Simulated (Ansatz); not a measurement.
Abridged Ansatz (a program for electronic structure) output:

```
Pseudopotential: Hg, paw, valence charge 20
Pseudopotential: Zn, paw, valence charge 12
Pseudopotential: Sn, paw, valence charge 14
Pseudopotential: S, paw, valence charge 6
Crystal: 8 atoms, lattice volume = 207.158 Å³
Basis set: ecut = 500 eV, 5261 PW (Γ), exchange–correlation on 216×216×216 points (64 copies of the dense FFT grid, shifted against one another)
Bands: 53, of which v1, the nominal top of the filled ones, is band 45 counted from 1 (44 counted from 0)
Symmetry: 4 space group operations
k-points: 78 of 512 (time reversal used)
Functional: x = r2scan, c = r2scan; τ floored in thin density (d = 2e-4 eV/Å³)
SCF iter   1: F=—  HF=-40650.025830 eV  |F-HF|=—  |Δ(HF+E_count)|=         —  Δρ=3.49e-2  dr2=2.45e0  dr2_τ=9.05e-2  ethr=2.70e-3  ⟨swp⟩=1.0  Hψ=23732  notcnv=0
SCF iter   2: F=—  HF=-40649.703019 eV  |F-HF|=—  |Δ(HF+E_count)|=   3.23e-1  Δρ=1.48e-2  dr2=4.76e-1  dr2_τ=1.78e-2  ethr=2.70e-3  ⟨swp⟩=3.2  Hψ=7296  notcnv=0  defer=2
SCF 1 converged in 12 iterations: F = -40649.691414 eV  dr2 = 2.05e-10
SCF converged after 12 iterations
Free energy (F): -40649.691414 eV
Internal energy: -40649.691410 eV  (E = F + TS)
E sigma→0 (E₀):  -40649.691412 eV
Entropy (-TS):   -0.000003 eV (-0.000 meV/atom)
Fermi energy:    7.614560 eV
--- Forces (eV/Å), atoms counted from 1 ---
  atom   1  Hg     0.00000000    -0.00000000    -0.00000000
  atom   2  Hg    -0.00000000     0.00000000     0.00000000
  atom   3  Zn     0.00000000     0.00000000    -0.00000000
  atom   4  Sn     0.00000000     0.00000000    -0.00000000
  atom   5  S      0.00010819    -0.00006302    -0.00001636
  atom   6  S     -0.00010819     0.00006302    -0.00001636
  atom   7  S     -0.00006302    -0.00010819     0.00001636
  atom   8  S      0.00006302     0.00010819     0.00001636
--- Stress (GPa, compression-positive) ---
        0.001292      -0.000000      -0.000000
        0.000000       0.001292       0.000000
       -0.000000       0.000000       0.001172
  P = ⅓ Tr σ = 0.0013 GPa (0.013 kbar)
```

### Question
What was computed, and what are the main results?

### Answer
ZnSnHg2S4, 8 atoms in the cell, with r2SCAN (Ansatz), scalar-relativistic without spin-orbit coupling, earlier PAW set. The last SCF converged to F = -40649.691414 eV, or -5081.2114 eV per atom, at a pressure of 0.00 GPa. The total energy compares only with runs of the same code, potentials and settings.

Spin-orbit coupling, missing from the scalar runs, can matter with Hg. Whether these cells are dynamically stable was not tested. The cell was made from ZnCu2SnS4 by this change: Cu → Hg; the result is a hypothetical phase, not in the database extracts checked.
